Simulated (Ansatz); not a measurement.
Start from Lu in the hcp (Mg type) structure (space group P6_3/mmc, No. 194; a = 3.4451 Å, c = 5.3488 Å).

All numbers come from PBEsol (Ansatz, an electronic-structure program, PAW, no spin-orbit coupling).

One change was made to it. Results:

```csv
quantity,base,after
c/a ratio,1.553,1.574
shortest interatomic distance,3.333 Å,2.203 Å
```

Task: Name the change that was made.
A. Lu → Ta
B. Lu → Al
C. Lu → Be

Result: C, Lu → Be. For comparison, the c/a ratio in the other runs: Lu → Al gives 1.668; Lu → Ta gives 1.777.

Whether these cells are dynamically stable was not tested. For Al and Ta in this form, whether it has been made was not checked. All final runs are without spin polarisation. This is not the structure that Al has at room temperature and ambient pressure. This is not the structure that Ta has at room temperature and ambient pressure.
